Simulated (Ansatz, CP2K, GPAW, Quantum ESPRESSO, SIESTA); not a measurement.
# HfAu (P1, 4 atoms in the cell) computed with different codes at matched settings

Self-consistent single point, at a second geometry (atoms moved at random). First geometry:

```yaml
crystal:
  lattice:
    - [3.48386, 0.00000, 0.00000]
    - [0.00000, 3.48386, 0.00000]
    - [0.00000, 0.00000, 6.32052]
  atoms:
    - { symbol: Hf, position: [0.00000, 0.50000, 0.85158] }
    - { symbol: Hf, position: [0.50000, 0.00000, 0.14842] }
    - { symbol: Au, position: [0.00000, 0.50000, 0.37143] }
    - { symbol: Au, position: [0.50000, 0.00000, 0.62857] }
```

Second geometry:
```
CELL_PARAMETERS angstrom
      3.48386     0.00000     0.00000
      0.00000     3.48386     0.00000
      0.00000     0.00000     6.32052
ATOMIC_POSITIONS crystal
  Hf 0.99468 0.49761 0.85068
  Hf 0.49362 0.99065 0.14346
  Au 0.00222 0.49187 0.37398
  Au 0.50948 0.01987 0.63188
```

Shared settings, as Ansatz (a quantum-chemistry and plane-wave program) writes them: kpoints.mp_grid.grid = 8 8 4; scf.occupations.method = gaussian; scf.occupations.width = 0.1 eV. Potentials and cutoffs stand in the table.

```tsv
code	model	ΔF from the first geometry (meV/atom)	pressure (GPa)	largest force (eV/Å)	cutoff
GPAW	PBEsol, GPAW PAW datasets PBEsol (made by gpaw-setup)	11.0	-1.60	0.682	600 eV
Ansatz	PBEsol, PAW files made with PBE	10.8	-2.49	0.661	default
CP2K	PBEsol, GPW, DZVP-MOLOPT-SR-GTH basis, GTH-PBE potentials (GTH_POTENTIALS)	10.6	0.68	0.713	grid 500 Ry
SIESTA	GGA PBEsol, numerical atomic orbitals TZP, PseudoDojo PBEsol standard norm-conserving potentials (rewritten from UPF to PSML)	11.1	-6.58	0.717	grid 300 Ry
Quantum ESPRESSO	PBEsol, GBRV 1.5 ultrasoft (PBESOL) pseudopotentials	11.0	-3.17	0.648	40 Ry
```

Size of the force on each atom (eV/Å): Sizes of forces hide their directions.

```tsv
code	Hf1	Hf2	Au3	Au4
GPAW	0.304	0.451	0.258	0.682
Ansatz	0.279	0.476	0.216	0.661
CP2K	0.345	0.365	0.243	0.713
SIESTA	0.281	0.461	0.214	0.717
Quantum ESPRESSO	0.273	0.514	0.220	0.648
```

On Ansatz's run: spin-orbit coupling is off.

The spread over the programs that give each value: ΔF from the first geometry within 0.5 meV/atom; pressure within 7.26 GPa; largest force within 0.069 eV/Å.

CP2K and SIESTA use small atom-centred bases, whose incompleteness enters pressures, forces and empty levels differently from a plane-wave cutoff. Ansatz's pressure is given at a fixed set of plane waves, as the other plane-wave codes print theirs; with its correction for the finite basis it is -2.44 GPa. In the pressure, CP2K (by 3.17) and SIESTA (by 4.09) lie more than 1 GPa from the median of the plane-wave programs. In the force vectors, CP2K (by 0.155) and SIESTA (by 0.089) lie more than 0.08 eV/Å from the median of the plane-wave programs.

The starting cell comes from a database of computed structures (which also holds hypothetical and non-ambient phases and stackings), without a prior relaxation at this level. For this run, on top of that: atoms moved at random.

Keys are those of Ansatz 0.2.
